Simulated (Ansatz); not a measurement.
CaPb$_{3}$ (Pm-3m), PBEsol, DFPT electron-phonon coupling, linearised Boltzmann equation (Ansatz, a program for electronic structure): phonon-limited resistivity 23.8 μΩ·cm at 300 K, 31.2 μΩ·cm at 400 K.

Q: What temperature coefficient of resistance follows, and how does it compare with 1/T?

A: (ρ₄₀₀ − ρ₃₀₀)/(100 K × ρ₃₀₀) = 3.11×10⁻³ K⁻¹, against 1/T = 3.33×10⁻³ K⁻¹ for a resistivity proportional to T. Impurities would add a constant and lower it.

Q: What is the classical skin depth at 1 GHz (nonmagnetic, μ₀ = 1.257×10⁻⁶ H/m)?

A: δ = √(ρ/(π f μ₀)) = 7760 nm.

Q: Estimate the electronic thermal conductivity at 300 K by the Wiedemann-Franz law (L₀ = 2.44×10⁻⁸ W·Ω/K²).

A: L₀T/ρ = 2.44×10⁻⁸ × 300/(23.8×10⁻⁸) = 30.8 W/(m·K). Inelastic scattering puts the true Lorenz number somewhat under L₀ near and below the Debye temperature.

A metal at this level (no band gap). Only scattering by harmonic phonons is included (no impurities, grain boundaries, electron-electron scattering or thermal expansion). Spin-orbit coupling is left out, which matters with elements this heavy. The squared frequency of the phonon mode least converged on the k mesh is uncertain by about 13 %. Halving the electron mesh (20x20x20) moves the resistivity by up to 5 % at 300 K. Smearing 0.20 eV; phonons on a 3x3x3 q mesh, which this run doesn't test.

Formula and space group known from diffraction (Crystallography Open Database), not checked to be the room-temperature form: CaPb3 (Pm-3m).
